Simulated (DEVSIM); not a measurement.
Structure: Si n+/n-/n+ resistor, at 400 K.

```csv
layer (left to right),material,thickness (μm),Nd (cm⁻³),τn (s),τp (s)
1,Si,0.290,1.1e18,9.2e-5,9.2e-5
2,Si,0.160,3e15,9.2e-5,9.2e-5
3,Si,0.450,8.5e17,9.2e-5,9.2e-5
```

Left contact: ohmic. Right contact: ohmic. Voltage is applied to the left contact. Recombination: SRH at mid-gap, Auger. Mobility is constant in doping.

The device is made up for the run: typed textbook-type constants, with dimensions and the other settings drawn at random. Values at 300 K; Nc and Nv go as T^1.5, mobilities as T to minus their exponent, the gap by Varshni's rule with the affinity fixed.

```csv
parameter,Si
gap (eV),1.124
affinity (eV),4.05
permittivity,11.7
Nc (cm⁻³),2.86e19
Nv (cm⁻³),3.1e19
μn (cm²/Vs),1417
μp (cm²/Vs),470
T exponent of μn,2.3
T exponent of μp,2.2
Cn (cm⁶/s),2.8e-31
Cp (cm⁶/s),9.9e-32
Varshni α (eV/K),0.000473
Varshni β (K),636
```

Model (solved in DEVSIM): 1D drift-diffusion, Boltzmann statistics, complete ionisation; no tunnelling, impact ionisation, image-force lowering or self-heating.

### Question
Tabulate band edges, carrier densities and field at 1.15 V on the left contact.

### Answer
Energies count from the Fermi level of the right contact; mesh points crowd at the junctions.

```
x (μm)   Ec (eV)  Ev (eV)  n (cm⁻³)  p (cm⁻³)  field (V/cm)
-------  -------  -------  --------  --------  ------------
0.000     -1.023   -2.119    1.1e18     2.9e7          2400
0.01761   -1.019   -2.115    1.1e18     2.9e7          2400
0.04343   -1.012   -2.109    1.1e18     2.8e7          2400
0.08743   -1.002   -2.099    1.1e18     2.5e7          2400
0.1818    -0.980   -2.076    1.1e18     1.7e7          2400
0.2307    -0.968   -2.065    1.1e18     1.0e7          2400
0.2641    -0.960   -2.057    1.1e18   4300000          3100
0.2892    -0.896   -1.993    2.2e17    780000        100000
0.3055    -0.735   -1.832    2.9e16    880000         93000
0.3299    -0.519   -1.615    3.1e16    990000         84000
0.3662    -0.246   -1.342    3.8e16   1300000         66000
0.4118    -0.008   -1.105    6.3e16     2.5e7         35000
0.4357     0.043   -1.053    1.3e17     1.0e8          4500
0.4500     0.023   -1.073    4.0e17     5.3e7        -41000
0.4769     0.007   -1.090    8.5e17     2.7e7          2800
0.5094     0.017   -1.080    8.5e17     2.7e7          3100
0.5668     0.034   -1.062    8.5e17     2.7e7          3100
0.6623     0.063   -1.033    8.5e17     2.8e7          3100
0.7862     0.101   -0.995    8.5e17     3.1e7          3100
0.8424     0.118   -0.978    8.5e17     3.3e7          3100
0.8761     0.129   -0.968    8.5e17     3.6e7          3100
0.9000     0.136   -0.960    8.5e17     3.8e7          3100
```
